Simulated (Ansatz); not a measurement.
# AlBN2 (model structure, started from the BeSiN2 type, I-42d, No. 122, 8 atoms in the cell): bulk modulus B0 by level of theory

No measured value is used here.

```tsv
level (code)	value (GPa)	cell (Å³/atom)
LDA (Ansatz)	282	7.78
PBE (Ansatz)	…	8.09
PBEsol (Ansatz)	269	7.96
```

**Question.** Some entries are withheld; supply them.

**Answer.** 
- PBE (Ansatz, a program for electronic structure), value (GPa): 259

LDA, PBE, PBEsol: the bulk modulus is −V dP/dV from two relaxed cells at ±2 % in volume. Each level is taken at its own relaxed cell. Ansatz's density-functional and Hartree–Fock values are scalar-relativistic unless marked +SOC, with PAW data made under PBE.

A model structure was made by putting elements into a prototype or built by hand; it is no filed structure, need not be a known phase, and can be a saddle point held by its symmetry.
